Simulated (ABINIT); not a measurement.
Worked example: self-consistent single point of Sr (P6_3/mmc, 2 atoms in the cell) in ABINIT.

Method: LDA (PW92), norm-conserving pseudopotentials (PseudoDojo nc-sr-04 LDA standard) (plane waves; ABINIT).

```yaml
crystal:
  lattice:
    - [4.25862, 0.00000, 0.00000]
    - [-2.12931, 3.68807, 0.00000]
    - [0.00000, 0.00000, 6.97482]
  atoms:
    - { symbol: Sr, position: [0.33333, 0.66667, 0.25000] }
    - { symbol: Sr, position: [0.66667, 0.33333, 0.75000] }
```

Reference input (self-consistent single point, DFT, PBEsol, plane waves, norm-conserving pseudopotentials (PseudoDojo nc-sr-04 PBEsol standard)): pseudos = [Sr.upf]; ecut = 34 Ha; occopt = 7; tsmear = 0.272 eV; ngkpt = 12 12 7; nshiftk = 1; shiftk = 0 0 0; potentials = PseudoDojo nc-sr-04 PBEsol standard; nband = 15; kptopt = 1; nstep = 50; tolvrs = 1e-11. This run's input differs from it in these lines:

```diff
@@ -1,2 +1,2 @@
-# Sr, PseudoDojo nc-sr-04 PBEsol standard
+# Sr, PseudoDojo nc-sr-04 LDA standard
 pp_dirpath "./"
```

Its files differ too (potentials: PseudoDojo nc-sr-04 PBEsol standard → PseudoDojo nc-sr-04 LDA standard).

Output, abridged:

```
--- !BeginCycle
solver: {iscf: 7, nstep: 50, nline: 4, wfoptalg: 0, }
tolerances: {tolvrs: 1.00E-11, }
...

     iter   Etot(hartree)      deltaE(h)  residm     vres2
 ETOT  1  -68.505672681982    -6.851E+01 7.136E-02 5.170E-01
 ETOT  2  -68.539550937458    -3.388E-02 3.993E-03 1.593E-01
 ETOT  3  -68.539571318291    -2.038E-05 1.033E-03 6.232E-03
 ETOT  4  -68.539571842304    -5.240E-07 7.047E-04 1.018E-03
 ETOT  5  -68.539571954477    -1.122E-07 3.243E-04 6.963E-06
 ETOT  6  -68.539571955331    -8.547E-10 2.830E-04 2.150E-07
 ETOT  7  -68.539571955352    -2.107E-11 2.136E-04 2.504E-09
 ETOT  8  -68.539571955352     5.116E-13 2.286E-04 8.289E-11
 ETOT  9  -68.539571955352    -2.700E-13 1.407E-04 1.566E-12
 At SCF step    9       vres2   =  1.57E-12 < tolvrs=  1.00E-11 =>converged.

 Cartesian components of stress tensor (hartree/bohr^3)
  sigma(1 1)=  4.28728736E-05  sigma(3 2)=  0.00000000E+00
  sigma(2 2)=  4.28728736E-05  sigma(3 1)=  0.00000000E+00
  sigma(3 3)=  4.32845129E-05  sigma(2 1)=  0.00000000E+00

 ----iterations are completed or convergence reached----

 reduced coordinates (array xred) for    2 atoms
       0.333333333333      0.666666666667      0.250000000000
       0.666666666667      0.333333333333      0.750000000000
 cartesian forces (eV/Angstrom) at end:
    1     -0.00000000000000    -0.00000000000000    -0.00000000000000
    2      0.00000000000000     0.00000000000000    -0.00000000000000
 frms,max,avg= 1.2059883E-27 1.9866917E-27   0.000E+00  0.000E+00  0.000E+00 e/A
   [... lines left out ...]
 Fermi (or HOMO) energy (eV) =   4.02641   Average Vxc (eV)=  -7.71602
   [... lines left out ...]
total_energy        : -6.85395719553521E+01
total_energy_eV     : -1.86505660207718E+03
band_energy         : -1.07369668098102E+01
...

-Cartesian components of stress tensor (GPa)         [Pressure= -1.2654E+00 GPa]
- sigma(1 1)=  1.26136328E+00  sigma(3 2)=  0.00000000E+00
- sigma(2 2)=  1.26136328E+00  sigma(3 1)=  0.00000000E+00
- sigma(3 3)=  1.27347412E+00  sigma(2 1)=  0.00000000E+00

 Calculation completed.
```

The run converged in 9 iterations. Against the reference run the pressure goes from -0.51 to -1.27 GPa.

The starting cell comes from a database of computed structures (which also holds hypothetical and non-ambient phases and stackings), without a prior relaxation at this level. Its lattice was rescaled by a random factor within 2.5 % of one.

Cost on one core of a shared machine: roughly 2 min.
